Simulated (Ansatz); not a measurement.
The starting structures come from a database of crystals and need not be the phases stable at ambient conditions.

 Where the default PAW files enter, the runs use the earlier of Ansatz's two default sets.

Input:

```
CELL_PARAMETERS angstrom
      5.37205     0.00000     0.00000
      0.00000     5.46280     0.00000
      0.00000     0.00000     7.63636
ATOMIC_POSITIONS crystal
  Ca 0.49093 0.45760 0.75000
  Ca 0.50907 0.54240 0.25000
  Ca 0.99093 0.04240 0.25000
  Ca 0.00907 0.95760 0.75000
  Ti 0.00000 0.50000 0.50000
  Ti 0.50000 0.00000 0.50000
  Ti 0.50000 0.00000 0.00000
  Ti 0.00000 0.50000 0.00000
  O  0.92322 0.51867 0.75000
  O  0.07678 0.48133 0.25000
  O  0.42322 0.98133 0.25000
  O  0.57678 0.01867 0.75000
  O  0.20971 0.21039 0.95984
  O  0.79029 0.78961 0.04016
  O  0.70971 0.28961 0.04016
  O  0.29029 0.71039 0.95984
  O  0.29029 0.71039 0.54016
  O  0.70971 0.28961 0.45984
  O  0.79029 0.78961 0.45984
  O  0.20971 0.21039 0.54016
```

Space group of this cell: Pnma. The cell is taken as given; by PBEsol its mean pressure is -3.0 GPa.

Transport runs along the normal of the first two printed cell vectors.

The gap is the functional's own. No spin-orbit coupling. Mid-gap values are interpolated on the energy grid.

**Question.** State the band gap and the smallest decay constant κ at mid-gap according to Ansatz (a quantum-chemistry and plane-wave program) with PBEsol.

**Answer.** Gap 2.39 eV on a 6×6×4 mesh; κ = 0.260 1/Å, at the zone centre.
